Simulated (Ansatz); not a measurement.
Relaxation of the outer planes of the (110) surface of zinc-blende GaP in its 1x1 cell (cut with top plane Ga + P, bottom plane Ga + P), outermost plane spacing 1.95 Å in the ideal cut.

All values below come from PBE (plane waves to 420 eV, PAW; Ansatz, a quantum-chemistry and plane-wave program).

Slab: 14 atoms, Ga7P7, 11.7 Å thick at the start; k 7x5x1, smearing 0.025 eV, dipole-corrected; all atoms relaxed; held to the start's symmetry, so lower structures may exist; no spin, no spin-orbit, no U.

```json
[
 {"plane": "1", "atoms": "Ga + P", "bulk spacing to the next (Å)": "1.947", "relaxed spacing (Å)": "1.806", "change (%)": "-7.2", "rumpling (Å)": "0.62 (P outermost)"},
 {"plane": "2", "atoms": "Ga + P", "bulk spacing to the next (Å)": "1.947", "relaxed spacing (Å)": "1.978", "change (%)": "1.6", "rumpling (Å)": "0.09 (Ga outermost)"}
]
```
